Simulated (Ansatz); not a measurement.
Crystal: SrTiO₃ (Pm-3m, cubic perovskite, 5 atoms a cell, 12.0 Å³ an atom); planes in its conventional cell.

These are r2SCAN (plane waves, PAW; Ansatz, an electronic-structure program) values and carry that method's errors.

The gap is the functional's own. No spin-orbit coupling. Mid-gap values are interpolated on the energy grid.

| plane | area of the cell (Å²) | mid-gap κ (1/Å) | largest κ in the gap (1/Å) |
|---|---|---|---|
| (001) | 15.3 | 0.26 | 0.26 |
| (110) | 21.7 | (withheld) | (withheld) |
| (111) | 26.5 | (withheld) | (withheld) |

**Question.** The slowest decay depends on the direction. Supply the withheld values.

**Answer.** 
- (110), mid-gap κ (1/Å): 0.25
- (110), largest κ in the gap (1/Å): 0.25
- (111), mid-gap κ (1/Å): 0.29
- (111), largest κ in the gap (1/Å): 0.30
